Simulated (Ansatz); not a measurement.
Here is the system:

```
CELL_PARAMETERS angstrom
      3.43741     0.00000     0.00000
      0.00000     3.43741     0.00000
      0.00000     0.00000     3.43741
ATOMIC_POSITIONS crystal
  Ca 0.00000 0.00000 0.00000
  S  0.50000 0.50000 0.50000
```

No spin polarisation.

Method: DFT with PBEsol, PAW potentials and a 420 eV plane-wave cutoff in Ansatz (a program for electronic structure), no spin-orbit coupling. Settings: 10×10×10 k-points, 0.05 eV Fermi–Dirac smearing.

**Question.** What band gap does the calculation give?

**Answer.** 1.17 eV.

**Question.** Predict the space group.

**Answer.** Pm-3m (No. 221).

Stability against distortions was not tested. The cell was made from TiS by this change: Ti → Ca; the result is a hypothetical phase, not in the database extracts checked.
